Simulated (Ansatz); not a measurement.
**How the equilibrium lattice constant a of TaSi2 (model structure, from the AlB2 type, P6/mmm, No. 191) moves with the method**

No measured value is used here.

```
level (code)         value (Å)
-------------------  ---------
PBE (Ansatz)             4.399
PBEsol (Ansatz)              …
PBE-D3(BJ) (Ansatz)      4.340
```

Task: Fill in the missing entries.

Result: 
- PBEsol (Ansatz, a first-principles code), value (Å): 4.359

Density-functional levels without +SOC have no spin–orbit coupling. Ansatz's density-functional and Hartree–Fock values are scalar-relativistic unless marked +SOC, with PAW data made under PBE.

A model structure was made by putting elements into a prototype or built by hand; it is no filed structure, need not be a known phase, and can be a saddle point held by its symmetry.
